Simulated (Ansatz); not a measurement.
The parent structure is PbSe in the rock salt structure (space group Fm-3m, No. 225; a = 6.1780 Å). Axes: x, y, z lie along the cube axes.

The values are results of DFT with r2SCAN, PAW potentials and a 500 eV plane-wave cutoff in Ansatz (a program for electronic structure), no spin-orbit coupling, not measurements.

For the base:

| Item | Value |
|---|---|
| Valley order | L along ⟨111⟩ 0.67 eV; a point along ⟨110⟩, about 0.6 Å⁻¹ from Γ 1.46 eV |
| Smallest direct gap | 0.67 eV |

The change: tensor shear ε_xy = +0.57 % (engineering shear γ = 0.0114), atoms relaxed at fixed cell.

**Question.** What does the calculation give for the valley order and smallest direct gap after the change?

**Answer.** The valley order (the lowest conduction-band minima on the path, energy above the VBM, named in the base's zone) goes from L along ⟨111⟩ 0.67 eV; a point along ⟨110⟩, about 0.6 Å⁻¹ from Γ 1.46 eV to L along [1-11] 0.61 eV; L along [111] 0.67 eV; a point along [1-10], about 0.6 Å⁻¹ from Γ 1.38 eV; a point along [110], about 0.6 Å⁻¹ from Γ 1.49 eV; the smallest direct gap stays essentially unchanged (0.67 eV against 0.66 eV).

Spin-orbit coupling, missing from the scalar runs, can matter with Pb. The cells carry an imposed strain or load. Stability against distortions was not tested.
